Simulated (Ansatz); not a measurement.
Start from BeSe in the zinc blende structure (space group F-43m, No. 216).

```
CELL_PARAMETERS angstrom
      0.00000     2.54081     2.54081
      2.54081     0.00000     2.54081
      2.54081     2.54081     0.00000
ATOMIC_POSITIONS crystal
  Be 0.00000 0.00000 0.00000
  Se 0.25000 0.25000 0.25000
```

Cartesian axes are those of the cell as printed.

Method: LDA, PAW, 420 eV (Ansatz, a first-principles code; without spin-orbit coupling).

Base values:

The valence-band top at Γ comes out as 0.00, 0.00, 0.00 eV.

Now apply this change: biaxial strain −1.67 %, plane normal [111], relaxed out of plane (Cartesian); in-plane vectors clamped, the third vector and the atoms free.

**Question.** What happens to the out-of-plane strain?

**Answer.** The out-of-plane strain comes out as +0.70 %.

**Question.** How does this affect the valence-band top at Γ?

**Answer.** The valence-band top at Γ (three highest levels, from the VBM) changes from 0.00, 0.00, 0.00 eV to 0.00, 0.00, -0.22 eV.

**Question.** What happens to the in-plane stress?

**Answer.** The mean in-plane stress (compression positive) is +3.6 GPa.

The levels and masses belong to the bands next to the band gap. Whether these cells are dynamically stable was not tested.
